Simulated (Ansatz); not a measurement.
Start from PbTe in the rock salt structure (space group Fm-3m, No. 225; a = 6.534 Å). Axes: x, y, z lie along the cube axes.

All numbers come from Ansatz (a quantum-chemistry and plane-wave program), r2SCAN, PAW, cutoff 500 eV, no spin-orbit coupling.

One thing is altered: the cell is compressed by 0.50 % along z with no lateral relaxation, atoms relaxed at fixed cell.

Question: Predict the stress tensor and what it implies for the stiffness.

Answer: Stress of the strained cell less that of the base (GPa, compression positive):
```
   0.03    0.00    0.00
   0.00    0.03    0.00
   0.00    0.00    0.59
```

Then −Δσ_ii/ε with ε = -0.0050 gives relaxed-ion elastic constants: C33 ≈ 118 GPa.

Stability against distortions was not tested.
